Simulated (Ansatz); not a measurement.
**InAs: energy against strain**

InAs (zinc blende, F-43m, 28.195 Å³/atom at rest) under an equal strain ε in the (001) plane with the normal axis free, as in a coherent film. PBEsol in Ansatz, a plane-wave DFT program (PAW, default set), 420 eV, 9×9×9 Γ-centred mesh, Fermi-Dirac smearing 0.05 eV; ions are relaxed within the symmetry of each cell.

Here s stands for strain and y for E less E0.

| strain (%) | E less E0 (meV/atom) |
|---|---|
| -1.50 | 2.97 |
| -1.00 | 1.30 |
| -0.50 | 0.32 |
| 0.00 | 0.00 |
| 0.50 | 0.32 |
| 1.00 | 1.24 |
| 1.50 | 2.76 |
| 3.00 | ? |

### Question
Using a parabola, estimate the missing y at s = 3.00 from the other rows, showing the fit.

### Answer
Least squares gives y = 0.000 - 0.0536·s + 1.2729·s². Residuals (row less fit): 0.026, -0.026, -0.025, 0.000, 0.029, 0.021, -0.024; standard error 0.031 (degrees of freedom: 4). Twice the quadratic coefficient over the volume, 2 × 1.2729 meV × 10⁴ × 0.1602 / 28.195 Å³, is twice the biaxial elastic modulus of this plane = 145 ± 1.5 GPa. At the withheld row, y = 0.000 - 0.0536 × 3.0 + 1.2729 × 3.0² = 11.295 meV/atom. The calculation gives 10.73 meV/atom, 0.565 meV/atom below the prediction (5.3 % of the range of y in the table). The row lies outside the fitted rows, so this is an extrapolation. From the scatter of the fitted rows alone, a prediction at this place has a standard error of 0.118 meV/atom, so the miss is 4.8 times that.

One order more, fitted to all 13 runs of the series, follows each within 0.01, so the miss is the next term of a smooth law. This level leaves no gap over 0.05 eV at strain -1.50, -1.00, -0.50, 0.00, 0.50, where the mesh may be coarse. Rows are the converged runs of the series near zero and its far end; series whose fitted rows scatter by over a few per cent of the range, as at a crossing or softening among them, aren't shown in this form. Most that stay on the fit to the last digits aren't either.
